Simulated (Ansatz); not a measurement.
An Ansatz (a program for electronic structure) input (PBEsol, PAW, 420 eV (Ansatz; no spin-orbit coupling)):

Ansatz 0.2 input:
```yaml
crystal:
  lattice:
    - [0, 3.2249290666, 3.2249290666]
    - [3.2249290666, 0, 3.2249290666]
    - [3.2249290666, 3.2249290666, 0]
  atoms:
    - { symbol: I, position: [0.75, 0.75, 0.75] }
    - { symbol: Ag, position: [0, 0, 0] }
basis: { ecutwfc: 420, ecutrho_ratio: 4, xc_grid: 2, fft_grid_basis: typed }
kpoints: { mp_grid: { grid: [9, 9, 9] } }
hamiltonian:
  xc: pbesol
  dispersion: none
  pseudopotentials: { kind: paw }
scf: { occupations: { method: fermi_dirac, width: 0.05 }, convergence: { dr2_threshold: 0.0000000002 } }
output: { forces: true, stress: true }
```

Task: Which symmetry and how many k-points will the program report, and about how many plane waves at Γ?

Result: Space group F-43m (ITA 216) with 24 operations, k-points 35 of 729, and 1363 plane waves at Γ.

No phonon test of stability was made. The cell is AgI in the zinc blende structure (space group F-43m, No. 216).
